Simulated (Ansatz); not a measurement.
# What uniaxial strain ε_zz = −2.50 % does to Ag

Consider Ag in the fcc (Cu type) structure (space group Fm-3m, No. 225; a = 4.104 Å; relaxed with 0.1 eV smearing). Axes: x, y, z lie along the cube axes.

Modification: uniaxial strain ε_zz = −2.50 %, all other strain components held at zero; the atoms relax in the strained cell.

All numbers come from r2SCAN (Ansatz, an electronic-structure program), no SOC. Settings: 28×28×28 k-points, 0.1 eV Fermi–Dirac smearing.

- Space group = I4/mmm (No. 139) (base Fm-3m (No. 225))
- Shortest interatomic distance = 5.416 bohr (base 5.484 bohr)
- Energy relative to the base (free energy F) = +4.4 meV/atom
- Band gap = zero (base zero)
- Stress (xx, yy, zz, yz, xz, xy; compression positive) = (2.6, 2.6, 3.4, 0.0, 0.0, 0.0) GPa

Final structure:

```
Ag
1.0
    0.00000     2.05214     2.00084
    2.05214     0.00000     2.00084
    2.05214     2.05214     0.00000
Ag
1
Direct
  0.00000   0.00000   0.00000
```

Stability against distortions was not tested.
